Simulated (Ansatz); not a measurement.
Partial pair distribution functions of a relaxed model of amorphous Ga48O70, broadened by 0.06 Å; density 4.72 g/cm³. Method: PBE, scalar-relativistic without spin-orbit coupling (plane waves to 420 eV, PAW; Ansatz, a program for electronic structure). The usual formal charges leave 4 electrons over, so the level spacing at the Fermi energy parts defect or band states and needn't be the band gap.

A CHGNet melt-quench gave the starting glass, which DFT then relaxed. O atoms were pushed apart under 1.9 Å during the dynamics, to hinder bonds among them. The hot cell started wider than the set density and was brought back towards it in steps. It is the lowest in DFT energy of 4 quenches. It is a model cell: composition and starting density were chosen by hand, and all elements were melted together. No dispersion term was used. Its density started from a set value of 4.62 and ended at 4.72 g/cm³. Cooling (nominally 180 K/ps over its main leg) ran many orders faster than in experiment, which tends to leave more defects and strain. Values belong to this one cell and scatter from quench to quench. The volume was free in the relaxation, at fixed shape. Stress components on the final sampling reach 1.5 GPa. On a 2×2×2 Γ-centred mesh force components of up to 0.14 eV/Å stay, since the relaxation ran on the zone centre alone.

```csv
r (Å),g Ga-O,g Ga-Ga,g O-O
1.60,0.01,0.00,0.00
1.70,0.41,0.00,0.00
1.80,4.71,0.00,0.00
1.90,9.36,0.00,0.00
2.00,4.50,0.00,0.00
2.10,1.16,0.00,0.00
2.20,0.31,0.00,0.00
2.30,0.22,0.00,0.00
2.40,0.18,0.00,0.04
2.50,0.10,0.00,0.48
2.60,0.04,0.08,1.01
2.70,0.13,0.30,1.40
2.80,0.11,0.66,2.29
2.90,0.25,1.07,2.82
3.00,0.37,1.39,2.55
3.10,0.50,2.63,2.76
3.20,0.48,3.18,2.33
3.30,0.45,2.91,1.53
3.40,0.61,2.61,1.11
3.50,0.90,2.10,0.81
3.60,1.03,1.35,0.63
3.70,1.11,0.53,0.44
3.80,1.29,0.35,0.40
3.90,1.24,0.52,0.61
4.00,1.09,0.72,0.69
4.10,1.31,0.50,0.64
4.20,1.42,0.40,0.57
4.30,1.46,0.41,0.47
4.40,1.50,0.73,0.52
4.50,1.45,0.74,0.69
4.60,1.57,0.71,0.86
4.70,1.51,0.76,0.82
4.80,1.18,0.73,0.89
4.90,0.96,0.72,1.07
5.00,0.81,0.94,1.16
5.10,0.70,1.11,1.08
5.20,0.72,1.22,1.13
5.30,0.69,1.10,1.20
5.40,0.62,1.00,1.28
5.50,0.62,1.26,1.34
5.60,0.63,1.12,1.38
5.70,0.72,1.25,1.43
5.80,0.83,1.32,1.35
```

Within 2.54 Å each Ga has 4.35 O neighbours on average.
